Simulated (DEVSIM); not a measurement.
Device: Schottky contact on n-type Si, at 300 K.

Layer 1 from the left is Si, thickness (μm) 0.320, Nd (cm⁻³) 4.4e16, τn (s) 5.4e-6, τp (s) 5.4e-6.

Left contact: Schottky, work function 4.75 eV, emission velocity 5.7e6 cm/s. Right contact: ohmic. Voltage is applied to the left contact. Recombination: SRH at mid-gap, radiative, Auger. Mobility is μmin + (μ − μmin)/(1 + (N/Nref)^α).

The device is made up for the run: typed textbook-type constants, with dimensions and the other settings drawn at random. Values at 300 K.

Si: gap (eV) 1.124, affinity (eV) 4.05, permittivity 11.7, Nc (cm⁻³) 2.86e19, Nv (cm⁻³) 3.1e19, μn (cm²/Vs) 1417, μp (cm²/Vs) 470, μn,min 52, μp,min 45, Nref,n 9.7e16, Nref,p 2.2e17, αn 0.68, αp 0.72, B (cm³/s) 4.7e-15, Cn (cm⁶/s) 2.8e-31, Cp (cm⁶/s) 9.9e-32.

Q: Estimate by hand the built-in potential, the peak field at zero bias, the capacitance at -0.6 V, and compare with a numerical solution.

A: 
- Built-in potential: barrier φB = 0.700 eV; Vbi = φB − kT/q ln(N_band/N) = 0.533 V; numerical 0.533 V.
- Peak field at zero bias: depletion approximation: W = √(2εVbi/(qN)) = 0.125 μm with N = 4.40e16 cm⁻³; field = 2Vbi/W = 85100 V/cm; numerical 82700 V/cm (estimate above by 2.9 %).
- Capacitance at -0.6 V: C = √(qεN / 2(Vbi + |V|)) = 56.8 nF/cm²; numerical 57.4 nF/cm² (estimate below by 1.1 %).

DEVSIM, 1D drift-diffusion, Boltzmann statistics, complete ionisation; no tunnelling, impact ionisation, image-force lowering or self-heating. Metal contacts follow the ideal Schottky-Mott rule: no Fermi-level pinning, no interface dipoles.
